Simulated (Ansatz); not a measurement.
Consider Zr in the hcp (Mg type) structure (space group P6_3/mmc, No. 194; a = 3.182 Å, c = 5.124 Å; relaxed with 0.1 eV smearing).

Calculations: Ansatz (a program for electronic structure), PBEsol, PAW, cutoff 420 eV, no SOC.

Before the change:

```
Quantity    Value
--------  -------
Pressure  0.0 GPa
```

It is then changed as follows: the cell is scaled by 1.0300 in all directions, atoms relaxed at fixed cell.

Problem. What does the calculation give for the energy relative to the base and pressure after the change?

Solution. The energy increases by 52 meV/atom; the pressure (mean of the normal stresses, compression positive) goes from zero to -7.6 GPa.

The cells carry an imposed strain or load. Stability against distortions was not tested. The final runs are not spin-polarised.
